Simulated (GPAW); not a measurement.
Band structure of WO₂F (C2/c, 8 atoms in the cell).

```
WO2F
1.0
    4.83957    -2.67728     0.00000
    4.83957     2.67728     0.00000
   -2.96845     0.00000     4.46549
W O F
2 4 2
Direct
  0.50000   0.00000   0.00000
  0.00000   0.50000   0.50000
  0.24749   0.23951   0.73953
  0.75251   0.76049   0.26047
  0.76049   0.75251   0.76047
  0.23951   0.24749   0.23953
  0.26793   0.73207   0.75000
  0.73207   0.26793   0.25000
```

Computed with PBEsol, GPAW PAW datasets PBEsol (made by gpaw-setup) (plane waves; GPAW).

Settings: mode = pw; ecut = 950 eV; xc = PBEsol; kpts = 4 4 4; mesh shift (steps) = 0 0 0; occupations.name = methfessel-paxton; occupations.width = 0.136 eV; occupations.order = 0; nbands = -12; convergence.density = 1e-05 e/electron; convergence.energy = 1e-05 eV/electron; symmetry.symmorphic = false; symmetry.tolerance = 0.0005; maxiter = 120.

The starting cell comes from a database of computed structures (which also holds hypothetical and non-ambient phases and stackings), without a prior relaxation at this level. Spin-orbit coupling is off. Spin polarisation is off.

Levels in eV from the Fermi level, bands 31 to 37:
```
point     31     32     33     34     35    36    37
-----  -----  -----  -----  -----  -----  ----  ----
X      -2.94  -2.93   0.86   0.87   1.14  1.16  1.76
Γ      -3.17  -2.12  -1.24  -1.23  -1.07  1.26  2.82
```

Bands cross the Fermi level along this path, so the cell is metallic at this level.
